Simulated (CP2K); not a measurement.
A self-consistent single point of TiAlPt (P1, 6 atoms in the cell) with CP2K.

Computed with PBEsol, GPW, DZVP-MOLOPT-SR-GTH basis, GTH-PBE potentials (GTH_POTENTIALS) run with CP2K.

The change in words: atoms moved at random. Reference geometry:
```yaml
crystal:
  lattice:
    - [4.41685, 0.00000, 0.00000]
    - [-2.20843, 3.82510, 0.00000]
    - [0.00000, 0.00000, 5.40771]
  atoms:
    - { symbol: Ti, position: [0.00000, 0.00000, 0.00000] }
    - { symbol: Ti, position: [0.00000, 0.00000, 0.50000] }
    - { symbol: Al, position: [0.33333, 0.66667, 0.25000] }
    - { symbol: Al, position: [0.66667, 0.33333, 0.75000] }
    - { symbol: Pt, position: [0.66667, 0.33333, 0.25000] }
    - { symbol: Pt, position: [0.33333, 0.66667, 0.75000] }
```

Reference input (self-consistent single point, DFT PBEsol, GPW, DZVP-MOLOPT-SR-GTH basis, GTH-PBE potentials (GTH_POTENTIALS)): CUTOFF = 600 Ry; REL_CUTOFF = 60 Ry; SMEAR/METHOD = FERMI_DIRAC; ELECTRONIC_TEMPERATURE = 580.23 K; KPOINTS/SCHEME = MACDONALD 6 6 4 0.08333333333 0.08333333333 0.125; XC_FUNCTIONAL = PBE:PBESOL; Ti/BASIS_SET = DZVP-MOLOPT-SR-GTH; Ti/POTENTIAL = GTH-PBE-q12; Al/BASIS_SET = DZVP-MOLOPT-SR-GTH; Al/POTENTIAL = GTH-PBE-q3; Pt/BASIS_SET = DZVP-MOLOPT-SR-GTH; Pt/POTENTIAL = GTH-PBE-q18. This run's input differs from it in these lines:

```diff
@@ -72,8 +72,8 @@
       SCALED
-      Ti       0.00000000     0.00000000     0.00000000
-      Ti       0.00000000     0.00000000     0.50000000
-      Al       0.33333300     0.66666700     0.25000000
-      Al       0.66666700     0.33333300     0.75000000
-      Pt       0.66666700     0.33333300     0.25000000
-      Pt       0.33333300     0.66666700     0.75000000
+      Ti       0.00552100     0.00286700    -0.00354000
+      Ti       0.00581200     0.00777300     0.50529000
+      Al       0.32825900     0.66884400     0.25285000
+      Al       0.67100100     0.33038200     0.75101400
+      Pt       0.65594900     0.33111500     0.24705600
+      Pt       0.33345800     0.65901900     0.74733000
     &END COORD
```

The program printed (abridged):

```
 SCF WAVEFUNCTION OPTIMIZATION

  Step     Update method      Time    Convergence         Total energy    Change
     1 NoMix/Diag. 0.30E+00      -     1.74446013      -362.4976651753 -3.62E+02
     2 Broy./Diag. 0.30E+00      -     0.30119826      -365.3920626558 -2.89E+00
     3 Broy./Diag. 0.30E+00      -     0.14285476      -362.2348726077  3.16E+00
     4 Broy./Diag. 0.30E+00      -     0.01784983      -361.2691460445  9.66E-01
     5 Broy./Diag. 0.30E+00      -     0.04754059      -360.7009033754  5.68E-01
     6 Broy./Diag. 0.30E+00      -     0.02675252      -360.6795470286  2.14E-02
   [... 5 lines left out ...]
    12 Broy./Diag. 0.30E+00      -     0.00001477      -360.6936010557 -7.36E-04
    13 Broy./Diag. 0.30E+00      -     0.00000383      -360.6933957752  2.05E-04
    14 Broy./Diag. 0.30E+00      -     0.00000123      -360.6933602292  3.55E-05
    15 Broy./Diag. 0.30E+00      -     0.00000021      -360.6933547607  5.47E-06
  *** SCF run converged in    15 steps ***

  Overlap energy of the core charge distribution:               0.00000000005655
  Self energy of the core charge distribution:               -590.67679978589319
  Core Hamiltonian energy:                                    137.57360486668799
  Hartree energy:                                             131.76127743626324
  Exchange-correlation energy:                                -39.35071096987307
  Electronic entropic energy:                                  -0.00072630762490
  Fermi energy:                                                 0.44661904018505

  Total energy:                                              -360.69335476066738
  Total energy (extrapolated to T->0):                       -360.69299160685495

   [... lines left out ...]

 STRESS| Analytical stress tensor [bar]
 STRESS|                        x                   y                   z
 STRESS|      x       -1.10597477783E+04  -3.58739196108E+02  -1.20376014454E+02
 STRESS|      y       -3.58739196108E+02  -1.06706715190E+04   1.13705801055E+01
 STRESS|      z       -1.20376014454E+02   1.13705801055E+01  -2.83160000739E+04
 STRESS| 1/3 Trace                                            -1.66821397904E+04
```

The run converged in 15 iterations. Against the reference run the free energy goes up by 5.0 meV/atom, the pressure goes from -1.86 to -1.67 GPa and the largest force goes from 0.000 to 0.481 eV/Å.

The starting cell comes from a database of computed structures (which also holds hypothetical and non-ambient phases and stackings), without a prior relaxation at this level. For this run, on top of that: atoms moved at random. Spin polarisation is off. Values carry the incompleteness of an atom-centred basis. The potentials were made for another functional than the one used.

Cost on one core of a shared machine: roughly 3 min.
